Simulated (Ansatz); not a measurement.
# Pressure series in hypothetical Pm-3n C

The reference is C (space group Pm-3n, No. 223; a = 3.818 Å; a hypothetical phase, not in the database extracts checked).

Cell and atoms are relaxed at each pressure.

The values are results of Ansatz (an electronic-structure program) PBEsol, no spin-orbit coupling, not measurements.

| pressure (GPa) | volume per atom (Å³/atom) |
|---|---|
| -2 | 7.038 |
| -1 | 6.996 |
| 0 | 6.956 |
| 0.3 | 6.944 |
| 0.7 | 6.928 |
| 1.5 | 6.897 |
| 3 | 6.840 |
| 5 | ? |
| 10 | 6.602 |

Question: Fit the third-order Birch–Murnaghan form P(V) = (3B₀/2)[(V₀/V)^(7/3) − (V₀/V)^(5/3)]·[1 + (3/4)(B₀′ − 4)((V₀/V)^(2/3) − 1)] (squares taken in P) to the rows shown and predict the withheld row.

Answer: Least squares on the printed values gives V₀ = 6.956 Å³/atom, B₀ = 174 GPa, B₀′ = 3.7; this predicts 6.768 Å³/atom, and the run gives 6.768 Å³/atom, in agreement.

Load acts through the strain it causes; cell and atoms are relaxed under it. Whether these cells are dynamically stable was not tested. No other phases were tried under pressure.
